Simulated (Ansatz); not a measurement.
We consider cubic perovskite CsPbBr3 (cubic high-temperature phase), described by HSE06 in Ansatz (plane waves, PAW).

Numerical settings: plane-wave cutoff 500 eV, 4×4×4 k mesh, gaussian smearing 0.02 eV, scalar-relativistic PAW data made under PBE.

Cell (relaxed at this level):

```
CELL_PARAMETERS angstrom
      5.97022     0.00000     0.00000
      0.00000     5.97022     0.00000
      0.00000     0.00000     5.97022
ATOMIC_POSITIONS crystal
  Cs 0.00000 0.00000 0.00000
  Pb 0.50000 0.50000 0.50000
  Br 0.50000 0.00000 0.50000
  Br 0.00000 0.50000 0.50000
  Br 0.50000 0.50000 0.00000
```

Give the computed band gap.


- band gap: 2.34 eV (on the SCF k mesh)

Note: the relaxation could not lower the start's symmetry, so the cell can be a saddle point above a distorted one.

Spin–orbit coupling is not included; with these elements it can move the gap by several tenths of an eV or more.

The computed numbers hold no vibrational or temperature effects.

The result took very roughly 9 core-minutes.

Ansatz is an electronic-structure program.
